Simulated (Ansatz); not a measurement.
Problem. Name crystals whose logarithmic mean phonon energy lies between 11 and 17.2 meV and whose electron-phonon coupling λ lies between 0.62 and 0.97, by PBEsol, DFPT electron-phonon coupling, linearised Boltzmann equation (Ansatz, a program for electronic structure).

Solution. Many crystals can fit; among those computed here:
- Re (P6_3/mmc): 15.4 meV, 0.68
- NiS (P6_3/mmc): 13.8 meV, 0.78
- Ta (Im-3m): 12.6 meV, 0.95

Metals; harmonic phonons. Halving the electron mesh moves these values by up to 5 %; q meshes are mostly untested. Some of the runs warned that the eigensolver left states short of its tolerance. Spin-orbit coupling is left out.

Formula and space group known from diffraction (Crystallography Open Database), not checked to be the room-temperature form: NiS (P6_3/mmc). Treated as nonmagnetic (a ferromagnetic start lost its moment, other orders weren't tried): NiS (P6_3/mmc). The missing spin-orbit coupling matters most for Re (P6_3/mmc), Ta (Im-3m).
